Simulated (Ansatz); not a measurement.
Problem. Name crystals whose band gap lies between 0.61 and 0.95 eV and whose hole conductivity mass lies between 0.25 and 0.39 mₑ, by Ansatz (a program for electronic structure) with r2SCAN, rigid bands.

Solution. Many crystals can fit; among those computed here:
- Si (Fd-3m): 0.76 eV, 0.31 mₑ

Masses are for dilute carriers at 300 K, harmonic means over directions unless an axis is named. Spin-orbit coupling is left out.
